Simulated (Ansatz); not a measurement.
**A computed series for Ni: pressure series**

Start from Ni in the fcc (Cu type) structure (space group Fm-3m, No. 225; a = 3.519 Å; ferromagnetic).

Cell and atoms are relaxed at each pressure.

Level of theory: Ansatz (a quantum-chemistry and plane-wave program) PBE, no SOC, earlier PAW set.

Notes on the quantities. enthalpy: H = E + PV relative to the base's energy.

```csv
case,volume per atom,enthalpy
base,10.89 Å³,–
pressure −2 GPa,11.01 Å³,-0.14 eV/atom
pressure −1 GPa,…,-0.07 eV/atom
pressure 1.8 GPa,10.80 Å³,+0.12 eV/atom
pressure 4.2 GPa,10.67 Å³,+0.28 eV/atom
pressure 9 GPa,10.45 Å³,+0.60 eV/atom
pressure 18 GPa,…,+1.18 eV/atom
pressure 30 GPa,…,+1.92 eV/atom
pressure 45 GPa,…,+2.81 eV/atom
pressure 60 GPa,9.01 Å³,+3.66 eV/atom
```

Some entries are withheld; estimate them.


- pressure −1 GPa, volume per atom: 10.95 Å³
- pressure 18 GPa, volume per atom: 10.10 Å³
- pressure 30 GPa, volume per atom: 9.72 Å³
- pressure 45 GPa, volume per atom: 9.33 Å³

Other magnetic orders, which the real material may have, were not ruled out. Load acts through the strain it causes; cell and atoms are relaxed under it. No phonon test of stability was made. Competing high-pressure phases were not computed.
